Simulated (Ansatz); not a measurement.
Structures of equal composition on the (100) surface of diamond: 2 pairs of surface atoms bonded, no caps; unpaired: 0 pairs of surface atoms bonded, no caps. The slabs share one bottom face, and each structure is named by its start. These are constructed structures in small cells; real faces may alloy, dewet or reconstruct in larger ones, and not all known structures of the face are among them. Slabs of about 12 Å with all that they carry, Fermi-Dirac smearing of 0.025 eV. Bottom of the slabs: built like the top, H on every dangling bond, free. Relaxed from the named starts with such symmetry as they have, on meshes of like density; energies extrapolated to zero smearing; no spin-orbit coupling, no U. Spin-polarised runs, if any, are marked in brackets, and their order is one that fits the cell; the others ran without spin. Where a second, spin-polarised start was run, the lower counts.

Method: r2SCAN, at the PBE geometry (plane waves to 500 eV, PAW; Ansatz, a quantum-chemistry and plane-wave program).

Order them by energy per 1x1 cell (lowest first) at the level r2SCAN, at the PBE geometry.

2 pairs of surface atoms bonded, no caps (0.000 eV), unpaired: 0 pairs of surface atoms bonded, no caps (1.527 eV, no gap over 0.04 eV on the mesh)
